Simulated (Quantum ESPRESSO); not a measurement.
Quantum ESPRESSO run on Be (P-1, 2 atoms in the cell): self-consistent single point.

Method: vdW-DF2, PSlibrary ultrasoft (PBE) pseudopotentials (plane waves; Quantum ESPRESSO 7.5).

```
CELL_PARAMETERS angstrom
      2.26478     0.00000     0.00000
     -1.13239     1.96136     0.00000
      0.00000     0.00000     3.57410
ATOMIC_POSITIONS crystal
  Be 0.30712 0.64675 0.74787
  Be 0.69288 0.35325 0.25213
```

Reference input (self-consistent single point, DFT, LDA (PZ), plane waves, PSlibrary ultrasoft (LDA) pseudopotentials): ecutwfc = 40 Ry; ecutrho = 240 Ry; occupations = smearing; smearing = methfessel-paxton; degauss = 0.019992 Ry; potentials = {Be: Be.pz-n-rrkjus_psl.1.0.0.UPF}; K_POINTS = automatic 17 17 9 0 0 0; conv_thr = 1e-10 Ry; mixing_beta = 0.7. This run's input differs from it in these lines:

```diff
@@ -16,2 +16,3 @@
  degauss = 0.019992
+ input_dft = 'vdw-df2'
 /
@@ -22,3 +23,3 @@
 ATOMIC_SPECIES
-Be     9.0122  Be.pz-n-rrkjus_psl.1.0.0.UPF
+Be     9.0122  Be.pbe-n-rrkjus_psl.1.0.0.UPF
 ATOMIC_POSITIONS {angstrom}
```

Output, abridged:

```
     Self-consistent Calculation

     iteration #  1     ecut=    40.00 Ry     beta= 0.70

     Threshold (ethr) on eigenvalues was too large:
     Diagonalizing with lowered threshold

     c_bands:  1 eigenvalues not converged
     c_bands:  1 eigenvalues not converged
     c_bands:  1 eigenvalues not converged
     c_bands:  1 eigenvalues not converged
     c_bands:  1 eigenvalues not converged
   [... 9 lines left out ...]
     c_bands:  1 eigenvalues not converged
     c_bands:  1 eigenvalues not converged
     c_bands:  1 eigenvalues not converged
     c_bands:  1 eigenvalues not converged

   [... lines left out ...]
     c_bands:  1 eigenvalues not converged
   [... 9 lines left out ...]
     c_bands:  1 eigenvalues not converged
     c_bands:  1 eigenvalues not converged
     c_bands:  1 eigenvalues not converged
     c_bands:  1 eigenvalues not converged

     total energy              =      -5.45832988 Ry
     estimated scf accuracy    <       0.00001453 Ry

   [... 3 blocks of this kind left out ...]

     iteration #  7     ecut=    40.00 Ry     beta= 0.70

     total energy              =      -5.45834247 Ry
     estimated scf accuracy    <          4.5E-10 Ry

     iteration #  8     ecut=    40.00 Ry     beta= 0.70
     End of self-consistent calculation

     Number of k-points >= 100: set verbosity='high' to print the bands.

     the Fermi energy is     8.0501 ev

!    total energy              =      -5.45834247 Ry
     estimated scf accuracy    <          1.0E-12 Ry
     smearing contrib. (-TS)   =       0.00000081 Ry
     internal energy E=F+TS    =      -5.45834328 Ry

     convergence has been achieved in   8 iterations

     Forces acting on atoms (cartesian axes, Ry/au):

     atom    1 type  1   force =     0.01169831    0.01043218    0.00464790
     atom    2 type  1   force =    -0.01169831   -0.01043218   -0.00464790

     Total force =     0.023121     Total SCF correction =     0.000000

          total   stress  (Ry/bohr**3)                   (kbar)     P=        5.10
   0.00020144   0.00011578   0.00001212           29.63       17.03        1.78
   0.00011578  -0.00005844   0.00001083           17.03       -8.60        1.59
   0.00001212   0.00001083  -0.00003907            1.78        1.59       -5.75

   JOB DONE.
```

The run converged in 8 iterations. Against the reference run the pressure goes from -4.84 to 0.51 GPa and the largest force hardly changes (0.418 to 0.420 eV/Å). The full log also holds: “c_bands:  2 eigenvalues not converged”.

The starting cell comes from a database of computed structures (which also holds hypothetical and non-ambient phases and stackings), without a prior relaxation at this level. Its atoms were displaced at random from the sites of space group no. 194.

Cost on one core of a shared machine: roughly 90 s.
